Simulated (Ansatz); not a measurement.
A hypothetical phase is included: elements placed on a structure type, which no database files for this compound.

Given:

```xyz
6
Lattice="7.1422 0.0000 0.0000 0.0000 9.3106 0.0000 3.5711 0.0000 2.0618" Properties=species:S:1:pos:R:3 pbc="T T T"
In     1.7772     6.2071     1.0261
In     3.5711     0.0000     0.0097
In     5.3650     3.1035     1.0261
P      1.7807     1.5518     1.0281
P      3.5711     4.6553     0.0056
P      5.3615     7.7588     1.0281
```

The cell was relaxed by PBE-D3(BJ); by r2SCAN it stands under a pressure of 0.9 GPa.

Transport runs along the normal of the first two printed cell vectors, the (110) plane of the conventional cell.

The gap is the functional's own. No spin-orbit coupling. Mid-gap values are those at the computed energy nearest the middle.

Question: Give the band gap and the smallest decay constant κ at mid-gap that r2SCAN (Ansatz, a program for electronic structure) yields.

Answer: Gap 0.49 eV on a 14×4×14 mesh; κ = 0.063 1/Å, at the zone centre.
